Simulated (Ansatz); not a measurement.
An Ansatz (a first-principles code) run: MgBr2; PBEsol-D3(BJ)/PAW in Ansatz, no spin-orbit coupling.

Input:

Ansatz 0.2 input:
```yaml
crystal:
  lattice:
    - [3.7672943719, 0, 0]
    - [-1.883647186, 3.2625726296, 0]
    - [0, 0, 6.0588749282]
  atoms:
    - { symbol: Mg, position: [0, 0, 0] }
    - { symbol: Br, position: [0.3333333333, 0.6666666667, 0.2485528318] }
    - { symbol: Br, position: [0.6666666667, 0.3333333333, 0.7514471682] }
basis: { ecutwfc: 420, ecutrho_ratio: 4, xc_grid: 2, fft_grid_basis: typed }
kpoints: { mp_grid: { grid: [10, 10, 6] } }
hamiltonian:
  xc: pbesol
  dispersion: d3bj
  pseudopotentials: { kind: paw }
scf: { occupations: { method: fermi_dirac, width: 0.05 }, convergence: { dr2_threshold: 0.0000000003 } }
output: { forces: true, stress: true }
```

Output (explanatory and most iteration lines left out):

```
Pseudopotential: Mg, paw, valence charge 10
Pseudopotential: Br, paw, valence charge 7
Crystal: 3 atoms, lattice volume = 74.470 Å³
Basis set: ecut = 420 eV, 1461 PW (Γ), exchange–correlation on 54×54×90 points (8 copies of the dense FFT grid, shifted against one another)
Bands: 16, of which v1, the nominal top of the filled ones, is band 12 counted from 1 (11 counted from 0)
Symmetry: 12 space group operations
Space group: P-3m1 (ITA 164), of the structure as read, at distance tolerance 4.2e-5 Å
k-points: 72 of 600
Functional: x = pbesol(κ = 0.804, μ = 0.12345679012345678), c = pbesol(β = 0.046)
SCF iter   1: F=—  HF=-7390.205083 eV  |F-HF|=—  |Δ(HF+E_count)|=         —  Δρ=2.18e-3  dr2=4.17e-3  ethr=1.77e-3  ⟨swp⟩=7.4  Hψ=6643  notcnv=0
SCF iter   2: F=—  HF=-7390.203753 eV  |F-HF|=—  |Δ(HF+E_count)|=   1.33e-3  Δρ=1.13e-3  dr2=1.16e-3  ethr=1.74e-5  ⟨swp⟩=2.2  Hψ=2388  notcnv=0
SCF 1 converged in 8 iterations: F = -7390.203677 eV  dr2 = 7.59e-11
SCF converged after 8 iterations
Free energy (F): -7390.203677 eV
Internal energy: -7390.203677 eV  (E = F + TS)
E sigma→0 (E₀):  -7390.203677 eV
Fermi energy:    5.633786 eV
  E_disp       = -0.716905  (pairwise vdW)
--- Forces (eV/Å), atoms counted from 1 ---
  atom   1  Mg    -0.00000000     0.00000000     0.00000000
  atom   2  Br     0.00000000     0.00000000    -0.00054927
  atom   3  Br    -0.00000000    -0.00000000     0.00054927
--- Stress (GPa, compression-positive) ---
       -0.000669      -0.000000      -0.000000
        0.000000      -0.000669      -0.000000
       -0.000000      -0.000000       0.001275
  P = ⅓ Tr σ = -0.0000 GPa (-0.000 kbar)
```

No phonon test of stability was made. The cell is MgBr2 in the CdI2 type structure (space group P-3m1, No. 164; a model cell; layered, stacked along the Cartesian z axis).
